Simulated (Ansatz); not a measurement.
Take CeO2 in the CdI2 type structure (space group P-3m1, No. 164; a = 3.594 Å, c = 4.410 Å; a hypothetical phase, not in the database extracts checked) as the base.

All numbers come from r2SCAN+rVV10 (Ansatz, a quantum-chemistry and plane-wave program; PAW; 500 eV plane waves; no spin-orbit coupling).

Base values:

| Property | Result |
|---|---|
| Shortest interatomic distance | 2.263 Å |
| Band gap | 2.52 eV |
| Smallest direct gap | 2.67 eV |
| Gap character | indirect, k = (0, 0.364, -1/2) in the run's primitive reciprocal basis → A |

Perturbation: Hf takes the place of Ce on all its sites, then cell and atoms are relaxed.

Q: What happens to the shortest interatomic distance, band gap, smallest direct gap, electron mass and gap character?

A: The shortest interatomic distance shrinks by 0.167 Å to 2.096 Å; the band gap increases by 2.40 eV, from 2.52 eV to 4.92 eV; the smallest direct gap increases by 2.75 eV, from 2.67 eV to 5.42 eV; the electron mass is 0.91 mₑ along c, 1.2 mₑ across (at K); the gap character becomes indirect, K–Γ (71 % along) → K (base: indirect, k = (0, 0.364, -1/2) in the run's primitive reciprocal basis → A).

With Hf present, leaving out spin-orbit coupling can change the band edges. Effective masses come from finite differences of ±0.01 Å⁻¹. Stability against distortions was not tested. As relaxed here, HfO2 is a hypothetical phase, not in the database extracts checked. Starting moments died away, wholly or in part, for the base; another magnetic solution may exist. All final runs are without spin polarisation.
